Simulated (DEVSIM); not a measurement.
System: abrupt Si p-n junction, at 250 K.

Layer 1 from the left is Si, thickness (μm) 40.0, Na (cm⁻³) 2.9e15, τn (s) 2.4e-6, τp (s) 2.4e-6. Layer 2 from the left is Si, thickness (μm) 41.0, Nd (cm⁻³) 1.9e15, τn (s) 2.4e-6, τp (s) 2.4e-6.

Left contact: ohmic. Right contact: ohmic. Voltage is applied to the left contact. Recombination: SRH at mid-gap, radiative. Mobility is μmin + (μ − μmin)/(1 + (N/Nref)^α).

The device is made up for the run: typed textbook-type constants, with dimensions and the other settings drawn at random. Values at 300 K; Nc and Nv go as T^1.5, mobilities as T to minus their exponent, the gap by Varshni's rule with the affinity fixed.

Si: gap (eV) 1.124, affinity (eV) 4.05, permittivity 11.7, Nc (cm⁻³) 2.86e19, Nv (cm⁻³) 3.1e19, μn (cm²/Vs) 1417, μp (cm²/Vs) 470, μn,min 52, μp,min 45, Nref,n 9.7e16, Nref,p 2.2e17, αn 0.68, αp 0.72, T exponent of μn 2.3, T exponent of μp 2.2, B (cm³/s) 4.7e-15, Varshni α (eV/K) 0.000473, Varshni β (K) 636.

Model (solved in DEVSIM): 1D drift-diffusion, Boltzmann statistics, complete ionisation; no tunnelling, impact ionisation, image-force lowering or self-heating.

Dark forward current:

| |V| (V) | |J| (A/cm²) |
|---|---|
| 0.05 | 3.218e-11 |
| 0.10 | 1.324e-10 |
| 0.15 | 4.691e-10 |
| 0.20 | 1.643e-9 |
| 0.25 | 6.036e-9 |
| 0.30 | 2.525e-8 |
| 0.35 | 1.340e-7 |
| 0.40 | 9.437e-7 |
| 0.45 | 8.149e-6 |
| 0.50 | 7.782e-5 |
| 0.55 | 0.0007732 |
| 0.60 | 0.007774 |
| 0.65 | 0.07642 |
| 0.70 | 0.6199 |
| 0.75 | 2.933 |
| 0.80 | 8.198 |
| 0.85 | 16.80 |
| 0.90 | 28.83 |
| 0.95 | 44.32 |
| 1.00 | 63.27 |
| 1.05 | 85.71 |
| 1.10 | 111.6 |
| 1.15 | 141.0 |
| 1.20 | 173.9 |
| 1.25 | 210.3 |
| 1.30 | 250.1 |

Work out the local ideality factor n = ΔV / (kT/q · ln(J2/J1)) between the rows 0.10 and 0.15 V, 0.55 and 0.60 V, 1.25 and 1.30 V.

kT/q = 21.54 mV. From 0.10 to 0.15 V: ln(4.691e-10/1.324e-10) = 1.265, n = 1.84. From 0.55 to 0.60 V: ln(0.007774/0.0007732) = 2.308, n = 1.01, near the 1 of diffusion or emission over a barrier. From 1.25 to 1.30 V: ln(250.1/210.3) = 0.173, n = 13.39.

Estimate the current at 0.55 V from the Shockley equation with J0 = Σ q ni² D/(N L) coth(W/L), τ joining the SRH, radiative and Auger lifetimes that are on, and W taken as the whole layer.

ni² = 6.36e15 cm⁻⁶; electrons in the p layer: μ = 1980 cm²/Vs, D = 42.7 cm²/s, τ = 2.40e-6 s, L = 101 μm, W/L = 0.40, term 3.94e-15 A/cm²; holes in the n layer: μ = 682 cm²/Vs, D = 14.7 cm²/s, τ = 2.40e-6 s, L = 59.4 μm, W/L = 0.69, term 2.22e-15 A/cm². J0 = 6.16e-15 A/cm², and J = J0 exp(qV/kT) = 0.000756 A/cm². The simulation gives 0.000773 A/cm²; the estimate lies 2.2 % below. The estimate leaves out recombination in the depletion region and that region's share of W.
